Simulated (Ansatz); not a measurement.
## SiO2: isotropic strain +0.60 %

Take SiO2 (space group P3_121, No. 152; a = 4.949 Å, c = 5.442 Å) as the base.

Now apply this change: the cell is scaled by 1.0060 in all directions, atoms relaxed at fixed cell.

Calculations: PBEsol in Ansatz (plane waves to 420 eV, PAW, spin-orbit coupling left out). k-mesh 8×8×6 (Γ-centred); smearing 0.05 eV (Fermi–Dirac).

| quantity | base | changed | shift |
|---|---|---|---|
| volume per atom | 12.83 Å³ | 13.06 Å³ | +0.23 Å³ |
| space group | P3_121 (No. 152) | P3_121 (No. 152) | – |
| shortest interatomic distance | 1.619 Å | 1.620 Å | +0.001 Å |
| energy relative to the base (free energy F) | 0 meV/atom | +0.4 meV/atom | +0.4 meV/atom |
| pressure (mean of the normal stresses, compression positive) | 0.00 GPa | -0.54 GPa | -0.546 GPa |
| band gap | 5.72 eV | 5.68 eV | -0.04 eV |
| gap character | indirect, K → Γ | indirect, K → Γ | – |
| smallest direct gap | 6.03 eV | 6.01 eV | -0.026 eV |
| mean gap deformation potential ΔEg/Δln V | – | -2.3 eV | – |
| width of the top valence band | 0.57 eV | 0.58 eV | +0.004 eV |
| electron mass | 0.50 mₑ (at Γ) | 0.50 mₑ (at Γ) | – |
| largest internal atomic displacement | – | 0.042 Å | – |

Final structure:

```
CELL_PARAMETERS angstrom
      4.97905     0.00000     0.00000
     -2.48952     4.31198     0.00000
      0.00000     0.00000     5.47456
ATOMIC_POSITIONS crystal
  Si 0.47377 0.00000 0.83333
  Si 0.00000 0.47377 0.16667
  Si 0.52623 0.52623 0.50000
  O  0.41384 0.26092 0.70948
  O  0.73908 0.15292 0.04281
  O  0.84708 0.58616 0.37614
  O  0.15292 0.73908 0.95719
  O  0.26092 0.41384 0.29052
  O  0.58616 0.84708 0.62386
```

Cost of the whole job for the changed cell (relaxation, final SCF and bands): very roughly 2.1 core-minutes.

Effective masses come from finite differences of ±0.01 Å⁻¹. Whether these cells are dynamically stable was not tested.

Ansatz is a first-principles code.
